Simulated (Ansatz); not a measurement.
Levels about the gap of amorphous In₂₄O₃₈Ge (63 atoms in a cell of 894 Å³, 6.39 g/cm³; zone centre alone, so wide bands show as single levels with stretches between that a denser mesh fills), at the geometry that PBE relaxed, where it gives -0.9 GPa on a denser mesh. Exact exchange is cut at the faces of this small cell, which leaves a finite-size error. The participation number counts the atoms over which a state spreads; weights are charges in smoothed Voronoi cells. The levels come from a single point, so bond lengths are those of that geometry. Method of the levels: HSE06, scalar-relativistic without spin-orbit coupling (Ansatz, an electronic-structure program). Sampling: the zone centre alone; Fermi-Dirac width 0.02 eV; no spin polarisation.

It comes from a melt-quench run on a machine-learned potential (CHGNet), relaxed afterwards by DFT. O atoms were pushed apart under 1.9 Å during the dynamics, to hinder bonds among them. The hot cell started wider than the set density and was brought back towards it in steps. It is the lowest in DFT energy of 2 quenches. It is a model cell: composition and starting density were chosen by hand, and all elements were melted together. No dispersion term was used. Its density started from a set value of 6.39 and ended at 6.39 g/cm³. The simulated quench (nominally 280 K/ps over its main leg) is rapid and tends to freeze in more defects than a deposited or slowly cooled glass has. Values belong to this one cell and scatter from quench to quench. The volume was held where the preparation left it and the shape relaxed, at a PBE pressure of -0.9 GPa (tension). Stress components on the final sampling reach 1.0 GPa.

```tsv
E - E(highest filled), eV	filling	participation number	largest on	weight O	weight In	weight Ge
-0.29	filled	20.4	O, 3 neighbours	0.94	0.05	0.00
-0.25	filled	18.9	O, 3 neighbours	0.93	0.07	0.00
-0.20	filled	10.9	O, 3 neighbours	0.94	0.06	0.00
-0.14	filled	18.3	O, 3 neighbours	0.94	0.06	0.00
-0.13	filled	15.1	O, 3 neighbours	0.94	0.06	0.00
-0.01	filled	18.6	O, 3 neighbours	0.94	0.06	0.00
0.00	filled	14.1	O, 4 neighbours	0.94	0.06	0.00
1.89	empty	58.7	In, 5 neighbours	0.51	0.48	0.01
4.86	empty	28.7	In, 5 neighbours	0.58	0.42	0.00
4.99	empty	34.1	In, 5 neighbours	0.58	0.41	0.01
5.14	empty	41.8	In, 5 neighbours	0.61	0.39	0.00
5.25	empty	40.7	In, 6 neighbours	0.58	0.41	0.01
5.42	empty	41.5	In, 6 neighbours	0.59	0.40	0.00
5.53	empty	38.0	In, 5 neighbours	0.60	0.37	0.02
```

Most localised among these is the filled level at -0.20 eV, on a O atom, which has 3 neighbours (In 2.08 Å, In 2.10 Å, In 2.18 Å).
